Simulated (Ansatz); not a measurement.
Li on the 1x1 (101) surface of tetragonal HfO2 (a metastable polymorph) (cut with top plane O), one in a 2x1 cell, started at the site 'top O #2'

Host crystal: tetragonal HfO2, with a band gap (PBE, scalar-relativistic without spin-orbit coupling).

All values below come from PBE (plane waves to 420 eV, PAW; Ansatz, a quantum-chemistry and plane-wave program).

Set-up: 37 atoms, 7.6 Å thick at the start under the adsorbate (thin: gaps and levels are the slab's own); mesh 3x3x1; 0.01 eV smearing; dipole correction on; 16 atoms held, the rest relaxed; start symmetry kept, larger cells not searched; spin-polarised, ending with about 1.0 μB a cell; orders that need a larger cell were not tried, no spin-orbit, no U, no dispersion correction. At the end it is bonded to 3 Hf + O. In PBE this state lies 0.18 eV over the lowest of the starts that converged ('hollow Hf').

| Property | Result |
|---|---|
| adsorption energy against an atom of bcc Li | 0.52 eV |
| change of the step from the bottom to the top vacuum level, against the clean slab | -1.01 eV |
| energy released by relaxation | 0.48 eV |
| height of the binding atom over the mean of the host atoms within 0.3 Å of the top one | 1.661 Å |
| magnetic moment of the cell | 1.00 μB |
| nearest host atoms of the binding atom | O at 1.78 Å, Hf at 3.11 Å, Hf at 3.42 Å |
| largest move of a host atom | 0.40 Å |
| note | in the relaxation the adsorbate left its starting site by 0.6 Å |

A negative adsorption energy means that the adsorbate is more stable on the surface than in its reference.
